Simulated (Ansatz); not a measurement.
**Ta, response to strain**

Start from Ta in the bcc (W type) structure (space group Im-3m, No. 229; relaxed with 0.1 eV smearing).

```yaml
crystal:
  lattice:
    - [-1.64115, 1.64115, 1.64115]
    - [1.64115, -1.64115, 1.64115]
    - [1.64115, 1.64115, -1.64115]
  atoms:
    - { symbol: Ta, position: [0.00000, 0.00000, 0.00000] }
```

Cartesian axes are those of the cell as printed.

Strains are applied to the cell and any free atomic positions relax; under biaxial strain the out-of-plane vector relaxes too.

Computed with PBEsol (Ansatz, a quantum-chemistry and plane-wave program; PAW; 420 eV plane waves; no SOC).

Candidates:
(a) biaxial strain −1.50 %, plane normal [001], relaxed out of plane
(b) biaxial strain +3.00 %, plane normal [001], relaxed out of plane
(c) biaxial strain −2.50 %, plane normal [001], relaxed out of plane

Notes on the quantities. energy relative to the base: free energy F.

### Question
Order them by energy relative to the base, lowest first.

### Answer
(a) biaxial strain −1.50 %, plane normal [001], relaxed out of plane (+6.5 meV/atom), (c) biaxial strain −2.50 %, plane normal [001], relaxed out of plane (+19 meV/atom), (b) biaxial strain +3.00 %, plane normal [001], relaxed out of plane (+22 meV/atom)

Stability against distortions was not tested. All final runs are without spin polarisation.
